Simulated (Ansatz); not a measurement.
Os in the hcp (Mg type) structure (space group P6_3/mmc, No. 194)

```cif
data_Os2
_chemical_formula_sum 'Os2'
_space_group_name_H-M_alt 'P63/mmc'
_space_group_IT_number 194
_space_group_name_Hall '-P 6c 2c'
_cell_length_a 2.72941
_cell_length_b 2.72941
_cell_length_c 4.30640
_cell_angle_alpha 90.000
_cell_angle_beta 90.000
_cell_angle_gamma 120.000
loop_
_atom_site_label
_atom_site_type_symbol
_atom_site_symmetry_multiplicity
_atom_site_Wyckoff_symbol
_atom_site_fract_x
_atom_site_fract_y
_atom_site_fract_z
_atom_site_occupancy
Os1 Os 2 d 0.66667 0.33333 0.25000 1
```

Calculations: PBEsol (Ansatz, a quantum-chemistry and plane-wave program), without spin-orbit coupling. k-mesh 19×19×11 (Γ-centred); smearing 0.05 eV (Fermi–Dirac).

Volume per atom: 13.89 Å³
Density: 22.74 g/cm³
Band gap: zero
Total energy: -11251.061 eV/atom (σ→0; compares only within this code and set-up)

Stability against distortions was not tested. All final runs are without spin polarisation.
